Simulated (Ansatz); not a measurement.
The reference is WSi$_{2}$ (space group I4/mmm, No. 139; a = 3.1853 Å, c = 7.7731 Å; relaxed with 0.1 eV smearing). Axes: x, y, z lie along a, b, c of the conventional cell.

The values are results of LDA (Ansatz, a first-principles code), no SOC, not measurements.

The change: tensor shear ε_xz = +1.43 % (engineering shear γ = 0.0286); the atoms relax in the strained cell.

Predict the stress tensor and what it implies for the stiffness.

Stress of the strained cell less that of the base (GPa, compression positive):
```
    0.2     0.0    -6.1
    0.0     0.2     0.0
   -6.1     0.0     0.2
```

Then −Δσ/γ with γ = 2ε = 0.0286 gives secant stiffness values (nonlinear terms included at this strain): C55 ≈ 213 GPa.

As a check, the harmonic strain energy −½ V₀ Δσ:ε is 7.2 meV/atom; the computed energy rise is 7.2 meV/atom.

No phonon test of stability was made. The final runs are not spin-polarised.
